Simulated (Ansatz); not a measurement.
Input for polar orthorhombic HfO2:

Ansatz 0.2 input:
```yaml
crystal:
  lattice:
    - [5.2938705, 0.0, 0.0]
    - [0.0, 5.0690805, 0.0]
    - [0.0, 0.0, 5.1012173]
  atoms:
    - { symbol: Hf, position: [0.5326019, 0.7336989, 0.2590067] }
    - { symbol: Hf, position: [0.9673981, 0.7336989, 0.7590067] }
    - { symbol: Hf, position: [0.4673981, 0.2663011, 0.7590067] }
    - { symbol: Hf, position: [0.0326019, 0.2663011, 0.2590067] }
    - { symbol: O, position: [0.8653989, 0.9324029, 0.115829] }
    - { symbol: O, position: [0.6346011, 0.9324029, 0.615829] }
    - { symbol: O, position: [0.1346011, 0.0675971, 0.615829] }
    - { symbol: O, position: [0.3653989, 0.0675971, 0.115829] }
    - { symbol: O, position: [0.2708058, 0.5372057, 0.5091643] }
    - { symbol: O, position: [0.2291942, 0.5372057, 0.0091643] }
    - { symbol: O, position: [0.7291942, 0.4627943, 0.0091643] }
    - { symbol: O, position: [0.7708058, 0.4627943, 0.5091643] }
basis:
  ecutwfc: 420
  ecutrho_ratio: 4
  xc_grid: 2
kpoints:
  mp_grid: { grid: [6, 7, 7] }
  band_path: { path: [VBM, CBM], npoints: 4 }
hamiltonian:
  xc: pbe
  dispersion: none
  pseudopotentials: { kind: paw }
scf:
  n_extra_bands: 14
  occupations: { method: fermi_dirac, width: 0.01 }
output:
  forces: true
  stress: true
  eigenvalues: true
```

Computed with PBE (plane waves to 420 eV, PAW; Ansatz, a quantum-chemistry and plane-wave program). Spin–orbit coupling is left out. Its k-point mesh 6×7×7, Fermi–Dirac width 0.01 eV.

Question: Write the closing report of this run, without the band table and long remarks, to eight decimals at most.

Answer: 
```
SCF converged after 7 iterations
Free energy (F): -67446.398842 eV
Harris-Foulkes:  -67446.398842 eV  (|F-HF|=1.56e-9)
Internal energy: -67446.398842 eV  (E = F + TS)
E sigma→0 (E₀):  -67446.398842 eV
Fermi energy:    16.660762 eV
--- Per-component energies (eV) ---
  E_band       = 48.623590
  E_kinetic    = 3083.589376
  E_local      = -23827.544495  (includes V_loc(G=0)·N_el)
  E_nonlocal   = -4588.617648
  E_hartree    = 10891.050341
  E_xc         = -1790.015692
  E_vxc        = -1817.709712  (∫ρ·V_xc dr)
  E_paw        = -28972.328563  (= ΣΔE_a)
  E_vpaw       = 5416.770938  (= ΣTr[D̂ρ^β])
  E_aug_tail   = 0.019796  (compensation charges beyond the density's cutoff)
  E_ewald      = -22242.551959
  E_smearing   = 0.000000  (= −TS)
  E_closure    = 0.000000  (closes the sum)
  Σ components = -67446.398842   (vs F -67446.398842, Δ=0.00e0)
--- Forces (eV/Å), atoms counted from 1 ---
  atom   1  Hf     0.00042502    -0.00011004     0.00039793
  atom   2  Hf    -0.00042502    -0.00011004     0.00039793
  atom   3  Hf    -0.00042502     0.00011004     0.00039793
  atom   4  Hf     0.00042502     0.00011004     0.00039793
  atom   5  O     -0.00002706    -0.00025695    -0.00038556
  atom   6  O      0.00002706    -0.00025695    -0.00038556
  atom   7  O      0.00002706     0.00025695    -0.00038556
  atom   8  O     -0.00002706     0.00025695    -0.00038556
  atom   9  O      0.00000857     0.00007758    -0.00002768
  atom  10  O     -0.00000857     0.00007758    -0.00002768
  atom  11  O     -0.00000857    -0.00007758    -0.00002768
  atom  12  O      0.00000857    -0.00007758    -0.00002768
  max |Σ_I F_I| component: 6.13e-5 eV/Å
--- Stress (GPa, compression-positive) ---
        0.011450       0.000000      0.000000
        0.000000       0.012565       0.000000
       0.000000       0.000000       0.012446
  P = ⅓ Tr σ = 0.0122 GPa (0.122 kbar)
```

Cost: around 6 core-minutes (rough).
